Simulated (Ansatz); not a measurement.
The parent structure is MgO in the rock salt structure (space group Fm-3m, No. 225).

```cif
data_MgO
_chemical_formula_sum 'Mg1 O1'
_space_group_name_H-M_alt 'P 1'
_space_group_IT_number 1
_cell_length_a 2.97983
_cell_length_b 2.97983
_cell_length_c 2.97983
_cell_angle_alpha 60.000
_cell_angle_beta 60.000
_cell_angle_gamma 60.000
loop_
_space_group_symop_operation_xyz
  'x, y, z'
loop_
_atom_site_label
_atom_site_type_symbol
_atom_site_fract_x
_atom_site_fract_y
_atom_site_fract_z
_atom_site_occupancy
Mg1 Mg 0.00000 0.00000 0.00000 1
O1 O 0.50000 0.50000 0.50000 1
```

Levels (all Ansatz, a first-principles code, PAW): PBEsol (420 eV, no SOC); HSE06 (420 eV, no spin-orbit coupling).

The geometry is relaxed with PBEsol.

| Property | Result |
|---|---|
| PBEsol band gap | 4.62 eV |

**Question.** What does HSE06 give at this geometry for the band gap?

**Answer.** The band gap grows by 1.85 eV, from 4.62 eV to 6.47 eV.

Single points use the geometry relaxed with PBEsol. Stability against distortions was not tested. The base started in P3_121 and relaxed to Fm-3m at this level.
